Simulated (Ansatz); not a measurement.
Worked example: self-consistent single point of CrCuSe2 (Pna2_1, 16 atoms in the cell) in Ansatz (a program for electronic structure).

Method of the run: PBE (plane waves, PAW; Ansatz).

The change in words: opposed starting moments. Reference geometry:
```xyz
16
Lattice="6.9135 0.0000 0.0000 0.0000 8.1647 0.0000 0.0000 0.0000 6.5839" Properties=species:S:1:pos:R:3 pbc="T T T"
Cu     0.5738     5.1029     0.0000
Cu     6.3397     3.0617     3.2920
Cu     4.0306     7.1441     0.0000
Cu     2.8829     1.0206     3.2920
Cr     0.5393     1.0206     0.0000
Cr     6.3743     7.1441     3.2920
Cr     3.9960     3.0617     0.0000
Cr     2.9175     5.1029     3.2920
Se     0.4701     0.9144     2.4031
Se     6.4434     7.2502     5.6951
Se     3.9269     3.1679     2.4031
Se     2.9866     4.9968     5.6951
Se     0.6568     5.2254     2.6007
Se     6.2567     2.9393     5.8926
Se     4.1135     7.0216     2.6007
Se     2.8000     1.1431     5.8926
```
Moments meant for the start (each program seeds them in its own way; μB, in the order of the atoms Cu Cu Cu Cu Cr Cr Cr Cr Se Se Se Se Se Se Se Se): 0.0 0.0 0.0 0.0 3.0 3.0 3.0 3.0 0.0 0.0 0.0 0.0 0.0 0.0 0.0 0.0.

Reference input (self-consistent single point, DFT, PBE, plane waves, default PAW files): basis.ecutwfc = 420 eV; kpoints.mp_grid.grid = 3 3 3; hamiltonian.xc = pbe; hamiltonian.pseudopotentials = {kind: paw} (the program's default PAW files); magnetization.spin_polarized = true; scf.occupations.method = cold; scf.occupations.width = 0.1 eV. This run's input differs from it in these lines:

```diff
@@ -7,10 +7,10 @@
   atoms:
-    - { symbol: Cu, position: [0.083000, 0.625000, 0.000000] }
-    - { symbol: Cu, position: [0.917000, 0.375000, 0.500000] }
-    - { symbol: Cu, position: [0.583000, 0.875000, 0.000000] }
-    - { symbol: Cu, position: [0.417000, 0.125000, 0.500000] }
-    - { symbol: Cr, position: [0.078000, 0.125000, 0.000000], spin: 3.0 }
+    - { symbol: Cu, position: [0.083000, 0.625000, 0.000000], spin: 1.0 }
+    - { symbol: Cu, position: [0.917000, 0.375000, 0.500000], spin: 1.0 }
+    - { symbol: Cu, position: [0.583000, 0.875000, 0.000000], spin: -1.0 }
+    - { symbol: Cu, position: [0.417000, 0.125000, 0.500000], spin: 1.0 }
+    - { symbol: Cr, position: [0.078000, 0.125000, 0.000000], spin: -3.0 }
     - { symbol: Cr, position: [0.922000, 0.875000, 0.500000], spin: 3.0 }
-    - { symbol: Cr, position: [0.578000, 0.375000, 0.000000], spin: 3.0 }
-    - { symbol: Cr, position: [0.422000, 0.625000, 0.500000], spin: 3.0 }
+    - { symbol: Cr, position: [0.578000, 0.375000, 0.000000], spin: -3.0 }
+    - { symbol: Cr, position: [0.422000, 0.625000, 0.500000], spin: -3.0 }
     - { symbol: Se, position: [0.068000, 0.112000, 0.365000] }
```

Output (repeated stretches shortened):

```
SCF iter   1: F=—  HF=-83768.722536 eV  |F-HF|=—  |Δ(HF+E_count)|=         —  Δρ=5.93e-2 (↑3.87e-2 ↓5.93e-2)  dr2=3.91e1  dr2_m=2.10e0  M=-5.089 μB ∫|m|=14.908 μB  β_m=0.30  ethr=3.10e-3  ⟨swp⟩=5.0  Hψ=15343  notcnv=0  defer=197
Mixer restart at iter 1: flushing history
all-band conjugate gradients solve this SCF's bands
preconditioner: auto → Kerker (q_TF=auto, 2.571 Å⁻¹)
   [... lines left out ...]
SCF iter  32: F=—  HF=-83766.327938 eV  |F-HF|=—  |Δ(HF+E_count)|=   4.54e-8  S|Δr|=    0.00e0  Δρ=8.62e-6 (↑7.65e-6 ↓8.62e-6)  dr2=8.05e-7  dr2_m=5.55e-8  M=-6.247 μB ∫|m|=13.103 μB  β_m=0.46  ethr=2.58e-10  ⟨swp⟩=2.0  Hψ=7207  notcnv=0  defer=735
SCF iter  33: F=-83766.327938 eV  HF=-83766.327938 eV  |F-HF|=3.24e-8  |Δ(HF+E_count)|=   6.40e-9  S|Δr|=    0.00e0  Δρ=3.30e-6 (↑2.97e-6 ↓3.30e-6)  dr2=6.96e-8  dr2_m=1.45e-8  M=-6.247 μB ∫|m|=13.103 μB  ethr=3.85e-11  ⟨swp⟩=8.5  Hψ=23174  notcnv=0
SCF 1 converged in 33 iterations: F = -83766.327938 eV  dr2 = 6.96e-8
Crystal: 16 atoms, lattice volume = 371.641 Å³
Initial density: read from a saved state, or passed on in memory by an earlier SCF of this step, an earlier step, the calling program or the single point that …
Starting moments: Σ|m| = 16 μB on 8 of 16 sites; this step starts from the density that it was given
Initial wavefunctions: those read from a saved state, or passed on in memory by an earlier step or the calling program
iter 1 solved again at ethr=3.13e-7 eV; its pass at ethr=3.10e-3 eV (dr2=8.15e-4 eV) is discarded
SCF iter   1: F=—  HF=-83766.342373 eV  |F-HF|=—  |Δ(HF+E_count)|=         —  Δρ=3.69e-4 (↑3.69e-4 ↓2.56e-4)  dr2=8.15e-4  dr2_m=2.05e-4  M=-6.212 μB ∫|m|=13.104 μB  β_m=0.30  ethr=3.13e-7  ⟨swp⟩=1.0  Hψ=12908  notcnv=0
   [... lines left out ...]
preconditioner: auto → Kerker (q_TF=auto, 2.571 Å⁻¹)
spin=Collinear: Kerker preconditioning applied to the charge; magnetization (m = ρ↑ − ρ↓) channel mixes plain (no charge-response kernel on spin).
Absolute magnetization: 13.0784 μB (∫|ρ↑−ρ↓|, with the PAW one-centre terms)
Free energy (F): -83766.327938 eV
Fermi energy:    8.151413 eV
   [... lines left out ...]
  atom  16  Se     0.35944912    -0.84284322    -0.61243522
--- Stress (GPa, compression-positive) ---
       -0.993568       0.111750       0.131227
        0.111758      -1.393881      -0.095719
        0.131218      -0.095723      -2.131747
  P = ⅓ Tr σ = -1.5064 GPa (-15.064 kbar)
  The stress holds the Pulay correction. Without it, at fixed plane waves, as pw.x and ABINIT print it: P = -1.5418 GPa
```

The run converged, with 38 iterations in all over 2 SCF loops. Against the reference run the free energy rises by 40.9 meV/atom, the pressure goes from -1.12 to -1.51 GPa, the largest force goes from 1.194 to 1.261 eV/Å and the size of the net moment goes from 0.75 to 0.39 μB/atom.

The starting cell was generated: these elements placed on a structure prototype, without a prior relaxation; it need not be a known phase or ordering of this composition. The magnetic order is the one reached from the typed start; others were not searched systematically. Forces in this geometry exceed 1 eV/Å. Ansatz's pressure includes its estimate of the finite-basis (Pulay) stress.

Cost on one core of a shared machine: roughly 10 min.

Keys are those of Ansatz 0.2.
